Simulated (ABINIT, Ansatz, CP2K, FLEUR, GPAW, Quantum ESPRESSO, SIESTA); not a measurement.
# One structure in several programs: SrNiF₆ (R-3m, 8 atoms in the cell)

Self-consistent single point.

```yaml
crystal:
  lattice:
    - [3.63099, 2.09635, 2.25259]
    - [-3.63099, 2.09635, 2.25259]
    - [0.00000, -4.19270, 2.25259]
  atoms:
    - { symbol: Sr, position: [0.50000, 0.50000, 0.50000] }
    - { symbol: Ni, position: [0.00000, 0.00000, 0.00000] }
    - { symbol: F, position: [0.72210, 0.72210, 0.06795] }
    - { symbol: F, position: [0.27790, 0.27790, 0.93205] }
    - { symbol: F, position: [0.06795, 0.72210, 0.72210] }
    - { symbol: F, position: [0.93205, 0.27790, 0.27790] }
    - { symbol: F, position: [0.72210, 0.06795, 0.72210] }
    - { symbol: F, position: [0.27790, 0.93205, 0.27790] }
```

All programs got the same cell, k-point mesh and kind of occupations (some realise fixed ones as a very narrow smearing) (in Ansatz's words: kpoints.mp_grid.grid = 5 5 5; scf.occupations.method = fixed); potentials, basis and cutoffs are each program's usual ones.

| code | model | pressure (GPa) | largest force (eV/Å) | gap on the mesh (eV) | k-points | cutoff |
|---|---|---|---|---|---|---|
| CP2K | PBEsol, GPW, DZVP-MOLOPT-SR-GTH basis, GTH-PBE potentials (GTH_POTENTIALS) | -4.69 | 0.397 | 1.156 | 63 | grid 600 Ry |
| Ansatz | PBEsol, PAW files made with PBE | -6.57 | 0.626 | 1.196 | 19 | 420 eV |
| GPAW | PBEsol, GPAW PAW datasets PBEsol (made by gpaw-setup) | – | 0.398 | 1.244 | 19 | 900 eV |
| SIESTA | GGA PBEsol, numerical atomic orbitals DZP, PseudoDojo PBEsol standard norm-conserving potentials (rewritten from UPF to PSML) | -9.01 | 0.534 | 0.982 | 63 | grid 300 Ry |
| ABINIT | PBEsol, norm-conserving pseudopotentials (PseudoDojo nc-sr-04 PBEsol standard) | -6.26 | 0.627 | 1.075 | 19 | 49 Ha |
| FLEUR | PBEsol, all-electron FLAPW (FLEUR), scalar-relativistic valence | – | 0.796 | 1.161 | 19 | Kmax 4.7 1/bohr |
| Quantum ESPRESSO | PBEsol, PSlibrary ultrasoft (PBE) pseudopotentials | -5.84 | 0.491 | 1.251 | 19 | 55 Ry |

A dash marks a value that a program does not give, or that is left out as unsure.

Gaps are read on the mesh.

The spread over the programs that give each value: pressure within 4.32 GPa; largest force within 0.399 eV/Å; gap on the mesh within 0.269 eV.

The starting cell comes from a database of computed structures (which also holds hypothetical and non-ambient phases and stackings), without a prior relaxation at this level. Its lattice was rescaled by a random factor within 2.5 % of one. On Ansatz's run: In the base run, with a pressure of about -6 GPa the cell is away from its equilibrium volume at this level.

Question: Why do the programs differ, and what cannot be compared?

Answer: Differences of this kind can come from the potentials, where these differ, and from what each basis and cutoff leave unconverged. The valence holds different numbers of electrons (CP2K 70, Ansatz (a quantum-chemistry and plane-wave program) 70, GPAW 68, SIESTA 70, ABINIT 70, FLEUR 68, Quantum ESPRESSO 62). The zero of total energies and Fermi levels follows the potentials and each program's conventions, so they are not compared here. CP2K and SIESTA use small atom-centred bases, whose incompleteness enters pressures, forces and empty levels differently from a plane-wave cutoff. FLEUR treats all electrons, but the usual bases taken here (sphere radii, linearisation, local orbitals, empty states) were not tested for convergence, so the values are no reference for the others. Ansatz's pressure is given at a fixed set of plane waves, as the other plane-wave codes print theirs; with its correction for the finite basis it is -6.11 GPa (the shift of 0.46 GPa shows how far the cutoff is from converged). The pressure of GPAW is left out: its cutoff lies under the one at which its stress was checked. The programs reduce the same mesh by symmetry to different extents, which changes the work and not the result. In the pressure, CP2K (by 1.58) and SIESTA (by 2.75) lie more than 1 GPa from the median of the plane-wave programs. In the gap, SIESTA (by 0.238) and ABINIT (by 0.145) lie more than 0.12 eV from the median of the plane-wave programs. In the force vectors, CP2K (by 0.201), GPAW (by 0.163) and FLEUR (by 0.239) lie more than 0.08 eV/Å from the median of the plane-wave programs.

Keys are those of Ansatz 0.2.
